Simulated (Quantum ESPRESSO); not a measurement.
Worked example: zone-centre phonon calculation of SiO2 (I-42d, 6 atoms in the cell) in Quantum ESPRESSO.

Method: LDA (PZ), GBRV 1.5 ultrasoft (LDA) pseudopotentials (plane waves; Quantum ESPRESSO 7.5).

```xyz
6
Lattice="-2.4699 2.4699 3.6447 2.4699 -2.4699 3.6447 2.4699 2.4699 -3.6447" Properties=species:S:1:pos:R:3 pbc="T T T"
Si     0.0000     0.0000     0.0000
Si     0.0000     2.4699     1.8224
O      0.4781     1.2349     0.9112
O     -1.2349     1.9917     2.7335
O     -0.4781     3.7048     0.9112
O      1.2349     2.9480     2.7335
```

Reference input (self-consistent single point, DFT, LDA (PZ), plane waves, GBRV 1.5 ultrasoft (LDA) pseudopotentials): ecutwfc = 40 Ry; ecutrho = 200 Ry; occupations = fixed; potentials = {Si: si_lda_v1.uspp.F.UPF, O: o_lda_v1.2.uspp.F.UPF}; K_POINTS = automatic 3 3 3 0 0 0; nbnd = 22; conv_thr = 1e-08 Ry; mixing_beta = 0.7. This run's input differs from it in these lines:

```diff
@@ -11,4 +11,4 @@
     ntyp = 2
-    ecutwfc = 40
-    ecutrho = 200
+    ecutwfc = 60
+    ecutrho = 300
     occupations = 'fixed'
```

Step 2 (ph.x):

```fortran
phonons at the zone centre
&inputph
    outdir = './tmp/'
    tr2_ph = 1.0d-14
    fildyn = 'dyn.G'
    epsil = .true.
/
0.0 0.0 0.0
```

Output (repeated stretches shortened):

Output of step 1:

```
     Self-consistent Calculation

     iteration #  1     ecut=    60.00 Ry     beta= 0.70

     total energy              =    -148.40509572 Ry
     estimated scf accuracy    <       1.59570108 Ry

     iteration #  2     ecut=    60.00 Ry     beta= 0.70

     total energy              =    -148.89589345 Ry
     estimated scf accuracy    <       1.09620357 Ry

     iteration #  3     ecut=    60.00 Ry     beta= 0.70

     total energy              =    -149.08207234 Ry
     estimated scf accuracy    <       0.00812712 Ry

   [... 4 blocks of this kind left out ...]

     iteration #  8     ecut=    60.00 Ry     beta= 0.70

     total energy              =    -149.08683613 Ry
     estimated scf accuracy    <       0.00000071 Ry

     iteration #  9     ecut=    60.00 Ry     beta= 0.70
     End of self-consistent calculation

     highest occupied, lowest unoccupied level (ev):     0.5004    6.2638

!    total energy              =    -149.08683624 Ry
     estimated scf accuracy    <          1.7E-09 Ry

     convergence has been achieved in   9 iterations

     Forces acting on atoms (cartesian axes, Ry/au):

     atom    1 type  1   force =    -0.00000000    0.00000000   -0.00000000
     atom    2 type  1   force =     0.00000000    0.00000000    0.00000000
     atom    3 type  2   force =     0.00148475    0.00000000    0.00000000
     atom    4 type  2   force =     0.00000000   -0.00148475    0.00000000
     atom    5 type  2   force =    -0.00148475    0.00000000    0.00000000
     atom    6 type  2   force =     0.00000000    0.00148475    0.00000000

     Total force =     0.002969     Total SCF correction =     0.000067

          total   stress  (Ry/bohr**3)                   (kbar)     P=        2.67
   0.00001911  -0.00000000   0.00000000            2.81       -0.00        0.00
  -0.00000000   0.00001911   0.00000000           -0.00        2.81        0.00
   0.00000000   0.00000000   0.00001626            0.00        0.00        2.39

   JOB DONE.
```

Output of step 2:

```
     Reading xml data from directory:

     ./tmp/pwscf.save/

     G-vector sticks info
     --------------------
     sticks:   dense  smooth     PW     G-vecs:    dense   smooth      PW
     Sum        2169    1737    503                52565    37693    5779

     Reading collected, re-writing distributed wavefunctions in ./tmp/

     Number and degeneracy of irreps per q-point
       N         xq(1)         xq(2)         xq(3)   N irreps
       1   0.000000000   0.000000000   0.000000000      13
        1   1   1   1   1   1   1   1   2   2   2   2   2

     Calculation of q =    0.0000000   0.0000000   0.0000000
     warning: symmetry operation #  2 not compatible with FFT grid.
   0   1   0
   1   0   0
  -1  -1  -1
     warning: symmetry operation #  3 not compatible with FFT grid.
   0   0   1
  -1  -1  -1
   1   0   0
     warning: symmetry operation #  4 not compatible with FFT grid.
  -1  -1  -1
   0   0   1
   0   1   0
     warning: symmetry operation #  5 not compatible with FFT grid.
   1   0   0
   0   1   0
  -1  -1  -1
     warning: symmetry operation #  7 not compatible with FFT grid.
  -1  -1  -1
   0   0   1
   1   0   0
     warning: symmetry operation #  8 not compatible with FFT grid.
   0   0   1
  -1  -1  -1
   0   1   0

 %%%%%%%%%%%%%%%%%%%%%%%%%%%%%%%%%%%%%%%%%%%%%%%%%%%%%%%%%%%%%%%%%%%%%%%%%%%%%%
     Error in routine phq_setup (1):
     FFT grid incompatible with symmetry
 %%%%%%%%%%%%%%%%%%%%%%%%%%%%%%%%%%%%%%%%%%%%%%%%%%%%%%%%%%%%%%%%%%%%%%%%%%%%%%

     stopping ...
```

The program stopped in the step ph.x before computing anything there. 

The starting cell comes from a database of computed structures (which also holds hypothetical and non-ambient phases and stackings), without a prior relaxation at this level. Its lattice was rescaled by up to half a per cent.
